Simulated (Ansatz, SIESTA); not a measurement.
A SIESTA input for a self-consistent single point of Al₂Pt (Fm-3m, 3 atoms in the cell) (DFT, GGA PBE, numerical atomic orbitals DZP, PseudoDojo PBE standard norm-conserving potentials (rewritten from UPF to PSML)):

```
# files in the folder: Al.psml Pt.psml (PseudoDojo PBE standard)
SystemName  Al2Pt
SystemLabel al2pt

NumberOfAtoms                3
NumberOfSpecies              2
%block ChemicalSpeciesLabel
  1 13 Al
  2 78 Pt
%endblock ChemicalSpeciesLabel
LatticeConstant              4.136798 Ang
%block LatticeVectors
     0.000000000    0.707106801    0.707106801
     0.707106801    0.000000000    0.707106801
     0.707106801    0.707106801    0.000000000
%endblock LatticeVectors
AtomicCoordinatesFormat      ScaledCartesian
%block AtomicCoordinatesAndAtomicSpecies
     0.353553400    0.353553400    0.353553400  1
     1.060660201    1.060660201    1.060660201  1
     0.000000000    0.000000000    0.000000000  2
%endblock AtomicCoordinatesAndAtomicSpecies

XC.functional                GGA
XC.authors                   PBE
PAO.BasisSize                DZP
PAO.EnergyShift              0.01 Ry
MeshCutoff                   350 Ry
%block kgrid.MonkhorstPack
    7   0   0  0.0
    0   7   0  0.0
    0   0   7  0.0
%endblock kgrid.MonkhorstPack
OccupationFunction           MP
OccupationMPOrder            0
ElectronicTemperature        136.0 meV

MaxSCFIterations             150
SCF.Mixer.Method             Pulay
SCF.Mixer.Weight             0.25
SCF.Mixer.History            6
SCF.DM.Tolerance             1.0E-04
Diag.ParallelOverK           true
WriteForces                  true
Charge.Mulliken              end
```

Problem. Translate this input to Ansatz (a quantum-chemistry and plane-wave program).

Solution. One input that does it (others would too):

Ansatz 0.2 input:
```yaml
crystal:
  lattice:
    - [0.000000, 2.925158, 2.925158]
    - [2.925158, 0.000000, 2.925158]
    - [2.925158, 2.925158, 0.000000]
  atoms:
    - { symbol: Al, position: [0.250000, 0.250000, 0.250000] }
    - { symbol: Al, position: [0.750000, 0.750000, 0.750000] }
    - { symbol: Pt, position: [0.000000, 0.000000, 0.000000] }
basis:
  ecutwfc: 420.0 eV
kpoints:
  mp_grid: { grid: [7, 7, 7] }
hamiltonian:
  xc: pbe
  pseudopotentials: { kind: paw }
scf:
  occupations: { method: gaussian, width: 0.136 eV }
output:
  forces: true
  eigenvalues: true
  stress: true
```

Basis settings and potentials, where a program has them, do not carry over. This input uses DFT, PBE, plane waves, default PAW files. Both were run: pressure 7.75 GPa in SIESTA and 7.00 in Ansatz. Ansatz's pressure is the one without its finite-basis correction.

On SIESTA: the starting cell comes from a database of computed structures (which also holds hypothetical and non-ambient phases and stackings), without a prior relaxation at this level. Its lattice was rescaled by a random factor within 2.5 % of one. For this run, on top of that: lattice scaled by 0.98. Spin polarisation is off. Values carry the incompleteness of an atom-centred basis. With a pressure of about 8 GPa the cell is away from its equilibrium volume at this level.

On Ansatz: the starting cell comes from a database of computed structures (which also holds hypothetical and non-ambient phases and stackings), without a prior relaxation at this level. Its lattice was rescaled by a random factor within 2.5 % of one. For this run, on top of that: lattice scaled by 0.98. Spin polarisation is off. With a pressure of about 7 GPa the cell is away from its equilibrium volume at this level.
